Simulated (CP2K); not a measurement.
Band structure of CrO₂ (Pnnm, 6 atoms in the cell).

```
CELL_PARAMETERS angstrom
      4.44805     0.00000     0.00000
      0.00000     4.52924     0.00000
      0.00000     0.00000     2.98596
ATOMIC_POSITIONS crystal
  Cr 0.50000 0.50000 0.50000
  Cr 0.00000 0.00000 0.00000
  O  0.79297 0.18982 0.50000
  O  0.20703 0.81018 0.50000
  O  0.29297 0.31018 0.00000
  O  0.70703 0.68982 0.00000
```
Moments meant for the start (each program seeds them in its own way; μB, in the order of the atoms Cr Cr O O O O): 3.0 3.0 0.0 0.0 0.0 0.0.

Level of theory: PBEsol, GPW, DZVP-MOLOPT-SR-GTH basis, GTH-PBE potentials (GTH_POTENTIALS) (CP2K 2026.2).

Settings: UKS = T; CUTOFF = 600 Ry; REL_CUTOFF = 40 Ry; SMEAR/METHOD = GAUSSIAN; SIGMA = 0.272 eV; KPOINTS/SCHEME = MONKHORST-PACK 4 4 5; GAMMA_CENTERED = T; XC_FUNCTIONAL = PBE:PBESOL; Cr/BASIS_SET = DZVP-MOLOPT-SR-GTH-q14; Cr/POTENTIAL = GTH-PBE-q14; O/BASIS_SET = DZVP-MOLOPT-SR-GTH-q6; O/POTENTIAL = GTH-PBE-q6; MULTIPLICITY = 7; METHOD = GPW.

The starting cell comes from a database of computed structures (which also holds hypothetical and non-ambient phases and stackings), without a prior relaxation at this level. The magnetic order is the one reached from the typed start; others were not searched systematically. Values carry the incompleteness of an atom-centred basis. The potentials were made for another functional than the one used.

Levels in eV from the Fermi level, bands 25 to 30 of the first spin channel:
```
point     25     26     27     28     29     30
-----  -----  -----  -----  -----  -----  -----
Γ      -1.20  -1.19  -1.08  -1.02  -0.47   0.90
X      -0.81  -0.81   0.00   0.00   0.68   0.68
S      -1.42  -1.42  -0.81  -0.81   0.79   0.79
Y      -0.87  -0.87  -0.37  -0.37   0.27   0.27
Z      -0.86  -0.86  -0.37  -0.37   0.26   0.26
U      -1.46  -1.46  -0.81  -0.81   0.91   0.91
R      -0.81  -0.81  -0.15  -0.15  -0.01  -0.01
T      -1.52  -1.52  -1.18  -1.18   0.85   0.85
```

Bands cross the Fermi level along this path, so the cell is metallic at this level.

Higher empty bands are left out: an atom-centred basis made for the valence describes them poorly.

The net moment of the cell came out as 4.00 μB.
